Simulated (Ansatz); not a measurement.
Take AlN in the zinc blende structure (space group F-43m, No. 216) as the base.

```
AlN
1.0
    0.00000     2.18887     2.18887
    2.18887     0.00000     2.18887
    2.18887     2.18887     0.00000
Al N
1 1
Direct
  0.00000   0.00000   0.00000
  0.25000   0.25000   0.25000
```

Cartesian axes are those of the cell as printed.

Calculations: PBEsol, PAW, 420 eV (Ansatz, an electronic-structure program; spin-orbit coupling left out).

Strains are applied to the cell and any free atomic positions relax; under biaxial strain the out-of-plane vector relaxes too.

One change was made to it. Results:

```csv
quantity,base,after
band gap,3.19 eV,3.04 eV
smallest direct gap,4.06 eV,4.18 eV
energy relative to the base (free energy F),0 meV/atom,+12 meV/atom
```

Problem. Which change produced these results?
A) biaxial strain +1.50 %, plane normal [001], relaxed out of plane
B) biaxial strain −2.50 %, plane normal [001], relaxed out of plane
C) biaxial strain +2.00 %, plane normal [001], relaxed out of plane
D) biaxial strain −1.50 %, plane normal [001], relaxed out of plane

Solution. B, biaxial strain −2.50 %, plane normal [001], relaxed out of plane. For comparison, the energy relative to the base in the other runs: biaxial strain +1.50 %, plane normal [001], relaxed out of plane gives +3.8 meV/atom; biaxial strain −1.50 %, plane normal [001], relaxed out of plane gives +4.2 meV/atom; biaxial strain +2.00 %, plane normal [001], relaxed out of plane gives +6.6 meV/atom.

Whether these cells are dynamically stable was not tested. This is not the structure that AlN has at room temperature and ambient pressure.
